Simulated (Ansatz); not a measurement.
We consider AlB2-type TiB2, described by LDA (PAW; Ansatz, a program for electronic structure).

Run with plane-wave cutoff 520 eV, 24×24×18 k mesh (along the axes of the cell as run), Fermi–Dirac smearing 0.05 eV, no spin polarisation, scalar-relativistic PAW data made under PBE.

Response to compression and expansion:

Shape and atoms are relaxed at each volume.

```csv
V (Å³/atom),P (GPa),c (Å),a (Å)
7.847,12.25,3.106,2.958
8.011,5.83,3.133,2.976
8.174,0.00,3.159,2.994
8.338,-5.27,3.186,3.011
8.501,-10.06,3.212,3.028
```

Note: the bulk modulus comes from volumes at which shape and atoms were relaxed.
